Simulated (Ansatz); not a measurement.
An ideal cubic perovskite cell is held by its symmetry; such compounds can tilt or shift off centre at room temperature. The starting structures come from a database of crystals and need not be the phases stable at ambient conditions.

Inside the gap of an insulator the Bloch states are evanescent, with a wavenumber k + iκ along the transport direction.

Input:

```
CELL_PARAMETERS angstrom
      4.12475     0.00000     0.00000
      0.00000     5.83328     0.00000
      0.00000     2.91664     2.91664
ATOMIC_POSITIONS crystal
  Zr 0.00000 0.00000 0.00000
  Pb 0.50000 0.50000 0.00000
  O  0.00000 0.50000 0.50000
  O  0.00000 0.00000 0.50000
  O  0.50000 0.00000 0.00000
```

Space group of this cell: Pm-3m, cubic perovskite. The cell is strained (all lengths scaled by 0.98); by r2SCAN its mean pressure is 4.5 GPa.

Transport runs along the normal of the first two printed cell vectors, the (110) plane of the conventional cell.

The gap is the functional's own. No spin-orbit coupling. Mid-gap values are interpolated on the energy grid.

### Question
Compute, with Ansatz (a first-principles code) with r2SCAN, the band gap and the smallest decay constant κ at mid-gap.

### Answer
Gap 2.90 eV on a 10×10×10 mesh; κ = 0.224 1/Å, at (0.000, 0.500) of the in-plane reciprocal vectors. At the zone centre, at the nearest computed energy, the slowest state has κ = 0.32 1/Å.
